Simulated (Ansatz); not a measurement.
# How far to go with shifted k-point meshes: Ta (Im-3m, 1 atom in the cell)

```yaml
crystal:
  lattice:
    - [-1.65825, 1.65825, 1.65825]
    - [1.65825, -1.65825, 1.65825]
    - [1.65825, 1.65825, -1.65825]
  atoms:
    - { symbol: Ta, position: [0.00000, 0.00000, 0.00000] }
```

Method: PBE, PAW files (plane waves; Ansatz, a first-principles code).

Base settings: basis.ecutwfc = 420 eV; kpoints.mp_grid.grid = 14 14 14; hamiltonian.xc = pbe; hamiltonian.pseudopotentials = {kind: paw} (the program's default PAW files); scf.occupations.method = gaussian; scf.occupations.width = 0.1 eV.

In this ladder: kpoints.mp_grid.shift = 0.5 0.5 0.5.

Only quantities that move along the ladder and can be compared are tabulated.

The count of work is k-points × plane waves × bands × iterations; it is no time. 

The starting cell has typed, rounded lattice constants, without a prior relaxation at this level. Its lattice was rescaled by up to half a per cent. Spin polarisation is off. Ansatz's pressure includes its estimate of the finite-basis (Pulay) stress.

Steps (kpoints.mp_grid.grid): 2 2 2; 3 3 3; 4 4 4; 5 5 5; 6 6 6; 7 7 7; 8 8 8; 9 9 9; 10 10 10; 11 11 11; 12 12 12; 13 13 13; 15 15 15; 16 16 16; 18 18 18; 20 20 20; 22 22 22; 24 24 24; 27 27 27; 30 30 30; 33 33 33; 37 37 37; 41 41 41; 46 46 46.

**Question.** What is the coarsest kpoints.mp_grid.grid that holds the free energy within 0.5 meV/atom of the last step, with all finer ones?

**Answer.** 22 22 22, at 0.13 of the last step's count of work; the step before is off by 0.56 meV/atom.

**Question.** What is the coarsest kpoints.mp_grid.grid that holds the pressure within 0.5 GPa of the last step, with all finer ones?

**Answer.** 12 12 12, at 0.028 of the last step's count of work; the step before is off by 0.79 GPa.

```tsv
kpoints.mp_grid.grid	free energy less the last step's (meV/atom)	pressure (GPa)	count of work / last
2 2 2	2265.55	30.52	0.00082
3 3 3	268.73	11.22	0.0016
4 4 4	-116.10	-4.56	0.0025
5 5 5	25.89	-2.54	0.0041
6 6 6	-23.78	-1.24	0.0057
7 7 7	20.33	1.63	0.0082
8 8 8	22.25	2.47	0.011
9 9 9	-2.75	-0.64	0.014
10 10 10	-2.26	-0.17	0.018
11 11 11	-0.60	1.33	0.023
12 12 12	-4.42	0.80	0.028
13 13 13	1.82	0.55	0.034
15 15 15	-0.96	0.53	0.049
16 16 16	-0.89	0.37	0.057
18 18 18	-0.44	0.61	0.078
20 20 20	0.56	0.60	0.10
22 22 22	-0.11	0.41	0.13
24 24 24	-0.28	0.66	0.17
27 27 27	0.36	0.64	0.23
30 30 30	0.06	0.57	0.30
33 33 33	0.02	0.55	0.40
37 37 37	-0.03	0.56	0.54
41 41 41	-0.05	0.53	0.72
46 46 46	0.00	0.55	1.0
```

Keys are those of Ansatz 0.2.
